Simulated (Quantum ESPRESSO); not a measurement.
A self-consistent single point of SbAs (R3m, 2 atoms in the cell) with Quantum ESPRESSO.

Level of theory: LDA (PZ), GBRV 1.5 ultrasoft (LDA) pseudopotentials (plane waves; Quantum ESPRESSO).

```yaml
crystal:
  lattice:
    - [2.02662, 1.17007, 3.70544]
    - [-2.02662, 1.17007, 3.70544]
    - [0.00000, -2.34014, 3.70544]
  atoms:
    - { symbol: Sb, position: [0.23360, 0.23360, 0.23360] }
    - { symbol: As, position: [0.77090, 0.77090, 0.77090] }
```

Reference input (self-consistent single point, DFT, LDA (PZ), plane waves, GBRV 1.5 ultrasoft (LDA) pseudopotentials): ecutwfc = 40 Ry; ecutrho = 200 Ry; occupations = smearing; smearing = fd; degauss = 0.0073499 Ry; potentials = {Sb: sb_lda_v1.4.uspp.F.UPF, As: as_lda_v1.uspp.F.UPF}; K_POINTS = automatic 7 7 7 0 0 0; conv_thr = 1e-09 Ry; mixing_beta = 0.4. This run's input differs from it in these lines:

```diff
@@ -15,4 +15,4 @@
     occupations = 'smearing'
-    smearing = 'fd'
-    degauss = 0.0073499
+    smearing = 'mp'
+    degauss = 0.000734986
 /
@@ -33,3 +33,3 @@
 K_POINTS automatic
-7 7 7  0 0 0
+12 12 12  0 0 0
```

Output, abridged:

```
     Self-consistent Calculation

     iteration #  1     ecut=    40.00 Ry     beta= 0.40

     total energy              =    -224.22599231 Ry
     estimated scf accuracy    <       0.81410164 Ry

     iteration #  2     ecut=    40.00 Ry     beta= 0.40

     total energy              =    -224.36807890 Ry
     estimated scf accuracy    <       0.05163502 Ry

     iteration #  3     ecut=    40.00 Ry     beta= 0.40

     total energy              =    -224.37163550 Ry
     estimated scf accuracy    <       0.00540372 Ry

   [... 5 blocks of this kind left out ...]

     iteration #  9     ecut=    40.00 Ry     beta= 0.40

     total energy              =    -224.37229720 Ry
     estimated scf accuracy    <          2.7E-09 Ry

     iteration # 10     ecut=    40.00 Ry     beta= 0.40
     End of self-consistent calculation

     Number of k-points >= 100: set verbosity='high' to print the bands.

     the Fermi energy is     8.4810 ev

!    total energy              =    -224.37229720 Ry
     estimated scf accuracy    <          1.5E-10 Ry
     smearing contrib. (-TS)   =      -0.00000115 Ry
     internal energy E=F+TS    =    -224.37229604 Ry

     convergence has been achieved in  10 iterations

     Forces acting on atoms (cartesian axes, Ry/au):

     atom    1 type  1   force =     0.00000000    0.00000000   -0.00705136
     atom    2 type  2   force =     0.00000000    0.00000000    0.00705136

     Total force =     0.009972     Total SCF correction =     0.000026

          total   stress  (Ry/bohr**3)                   (kbar)     P=      -31.75
  -0.00018821  -0.00000000   0.00000000          -27.69       -0.00        0.00
   0.00000000  -0.00018821   0.00000000            0.00      -27.69        0.00
  -0.00000000   0.00000000  -0.00027102           -0.00        0.00      -39.87

   JOB DONE.
```

The run converged in 10 iterations. Against the reference run the free energy goes up by 13.2 meV/atom, the pressure goes from -3.29 to -3.17 GPa and the largest force goes from 0.202 to 0.181 eV/Å.

The starting cell comes from a database of computed structures (which also holds hypothetical and non-ambient phases and stackings), without a prior relaxation at this level. Its lattice was rescaled by up to half a per cent. One atom was moved a little off its site on purpose. With a pressure of about -3 GPa the cell is away from its equilibrium volume at this level. The run gives no clean gap (levels at the Fermi energy touch, overlap or are partly filled at this smearing), which alone does not show that the compound is a metal.

Cost on one core of a shared machine: roughly 50 s.
